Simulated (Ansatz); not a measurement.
**Hypothetical Fm-3m MoTe2 under a change: x(S) = 0.5, 6 atoms, R-3m (arrangement A)**

Start from MoTe2 (space group Fm-3m, No. 225; a = 6.561 Å; a hypothetical phase, not in the database extracts checked).

The other end (x = 1) is MoS$_{2}$ in the fluorite structure (space group Fm-3m, No. 225; ferromagnetic; a hypothetical phase, not in the database extracts checked): 16.71 Å³/atom, gap zero; this end may not be an ambient phase.

Perturbation: a fraction x = 0.5 of the Te sites is given to S, ordered in a cell of 6 atoms (starting symmetry R-3m) and fully relaxed.

Computed with PBEsol in Ansatz (plane waves to 420 eV, PAW, no spin-orbit coupling), earlier PAW set. Settings: 14×14×14 k-points, 0.05 eV Fermi–Dirac smearing, for the changed cell.

| quantity | base | changed | shift |
|---|---|---|---|
| volume per atom | 23.54 Å³ | 22.27 Å³ | -1.27 Å³ |
| density | 8.26 g/cm³ | 6.35 g/cm³ | -1.904 g/cm³ |
| shortest interatomic distance | 2.841 Å | 2.364 Å | -0.477 Å |
| band gap | zero | zero | – |
| mixing energy (to 0.01 eV only: unlike meshes or grids) (against an end that may be hypothetical) | – | -0.16 eV/atom | – |
| deviation of the volume from the linear (Vegard-type) interpolation | – | +10.7 % | – |

Final structure:

```
CELL_PARAMETERS angstrom
      1.97126     1.13811     9.92473
     -1.97126     1.13811     9.92473
      0.00000    -2.27621     9.92473
ATOMIC_POSITIONS crystal
  Mo 0.71798 0.71798 0.71798
  Mo 0.28202 0.28202 0.28202
  S  0.36320 0.36320 0.36320
  Te 0.89006 0.89006 0.89006
  S  0.63680 0.63680 0.63680
  Te 0.10994 0.10994 0.10994
```

Cost of the whole job for the changed cell (relaxation, final SCF and bands): roughly 5 core-minutes.

The magnetic state is the one reached from the starting moments; the real material's order can differ, and small cells can't hold many antiferromagnetic ones. Each cell is one ordered arrangement of few atoms, which overstates ordering effects compared with a random alloy. Whether these cells are dynamically stable was not tested. Spin-polarised in the final run: MoS2; the other runs are not. MoTeS and MoTe2 have a high density of states at the Fermi level and may be magnetic at this level. Under x(S) = 0.5, 6 atoms, R-3m the cell changed shape so far that it is another structure.

Ansatz is a program for electronic structure.
